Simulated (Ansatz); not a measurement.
The boundary is one mirror-built cell; no search for the lowest one was made.

System: Σ3 (111) symmetric tilt boundary in fcc Co, with one O atom a cell (5.4 Å²) in the boundary; relaxed on a coarser mesh with the in-plane cell held.

The resistance of the junction is A R = A (h/e²)[1/T − 1/(2N₁) − 1/(2N₂)] a spin, with T the transmission and N₁, N₂ the leads' channels in a cell of area A; the spins conduct in parallel.

Values are means of three energies within 0.05 eV of the Fermi level, on a potential converged at a Fermi-Dirac width of 0.05 eV. Resistances leave out the leads' Sharvin resistance. Spin-orbit coupling is left out.

Q: Give the specific resistance of the junction and the share of channels that pass that PBE in Ansatz (an electronic-structure program) yields.

A: AR = 0.56 × 10⁻¹⁵ Ω m²; 51 % of the channels of the narrower lead pass. Spin up passes 0.42 and spin down 0.69 channels a cell.
